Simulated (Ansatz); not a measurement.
Base system: K3Sb (space group P6_3/mmc, No. 194; a = 6.0148 Å, c = 10.6768 Å). Axes: x lies along a and z along c of the hexagonal cell.

All numbers come from Ansatz (a program for electronic structure) PBEsol, spin-orbit coupling left out.

Before the change:

The electron mass is 0.091 mₑ along c, 0.13 mₑ across (at Γ) and the smallest direct gap comes out as 0.46 eV. The band gap is 0.43 eV and the gap character is indirect, M → Γ.

One thing is altered: the cell is compressed by 3.00 % along z with no lateral relaxation; the atoms relax in the strained cell.

**Question.** Predict the new electron mass, smallest direct gap, band gap and gap character.

**Answer.** The electron mass changes from 0.091 mₑ along c, 0.13 mₑ across (at Γ) to 0.094 mₑ along z, 0.14 mₑ across (at Γ); the smallest direct gap goes up by 0.02 eV to 0.48 eV; the band gap rises by 0.04 eV to 0.47 eV; the gap character changes from indirect, M → Γ to indirect, H → Γ.

With Sb present, leaving out spin-orbit coupling can change the band edges. Effective masses come from finite differences of ±0.01 Å⁻¹. Stability against distortions was not tested.
